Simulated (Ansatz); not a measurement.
System: BN (model structure, started from the BeO type, P4₂/mnm, No. 136, 8 atoms in the cell). Method: HSE06 (Ansatz, a first-principles code, PAW).

Run with plane-wave cutoff 460 eV, 6×6×8 k mesh (along the axes of the cell as run), Fermi–Dirac smearing 0.01 eV, scalar-relativistic PAW data made under PBE.

Cell (relaxed with PBEsol):

```cif
data_B4N4
_chemical_formula_sum 'B4 N4'
_space_group_name_H-M_alt 'P 1'
_space_group_IT_number 1
_cell_length_a 4.39880
_cell_length_b 4.39880
_cell_length_c 2.53858
_cell_angle_alpha 90.000
_cell_angle_beta 90.000
_cell_angle_gamma 90.000
loop_
_space_group_symop_operation_xyz
  'x, y, z'
loop_
_atom_site_label
_atom_site_type_symbol
_atom_site_fract_x
_atom_site_fract_y
_atom_site_fract_z
_atom_site_occupancy
B1 B 0.32590 0.67410 0.00000 1
B2 B 0.67410 0.32590 0.00000 1
B3 B 0.82590 0.82590 0.50000 1
B4 B 0.17410 0.17410 0.50000 1
N1 N 0.31240 0.31240 0.00000 1
N2 N 0.68760 0.68760 0.00000 1
N3 N 0.18760 0.81240 0.50000 1
N4 N 0.81240 0.18760 0.50000 1
```

Give the computed band gap, smallest direct gap on the k points sampled and direct gap at Γ.


band gap: 6.11 eV (indirect)
smallest direct gap on the k points sampled: 7.42 eV
direct gap at Γ: 8.62 eV

Note: the relaxation could raise the start's symmetry but not lower it, so the cell can be a saddle point; cell and atoms aren't relaxed at this level (pressure -3.1 GPa).

Static lattice: no zero-point or thermal effects.

The result took roughly 110 core-seconds.

A model structure was made by putting elements into a prototype or built by hand; it is no filed structure, need not be a known phase, and can be a saddle point held by its symmetry.
